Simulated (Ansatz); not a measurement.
The reference is BN (space group P6_3/mmc, No. 194; a = 2.500 Å, c = 6.412 Å; layered, stacked along the Cartesian z axis). Axes: x lies along a and z along c of the hexagonal cell.

Computed with PBEsol-D3(BJ)/PAW in Ansatz (a first-principles code), without spin-orbit coupling.

Strains are applied to the cell and any free atomic positions relax.

One change was made to it. Results:

The band gap falls by 0.037 eV (4.08 eV → 4.05 eV); the energy increases by 0.3 meV/atom; the smallest direct gap falls by 0.065 eV, from 4.49 eV to 4.42 eV; the width of the top valence band increases by 0.22 eV (3.30 eV → 3.52 eV).

**Question.** What was done to the base?
(A) uniaxial strain ε_zz = −3.00 %
(B) uniaxial strain ε_zz = −1.80 %
(C) uniaxial strain ε_zz = −0.60 %

**Answer.** B, uniaxial strain ε_zz = −1.80 %. For comparison, the smallest direct gap in the other runs: uniaxial strain ε_zz = −0.60 % gives 4.47 eV; uniaxial strain ε_zz = −3.00 % gives 4.38 eV.

No phonon test of stability was made.
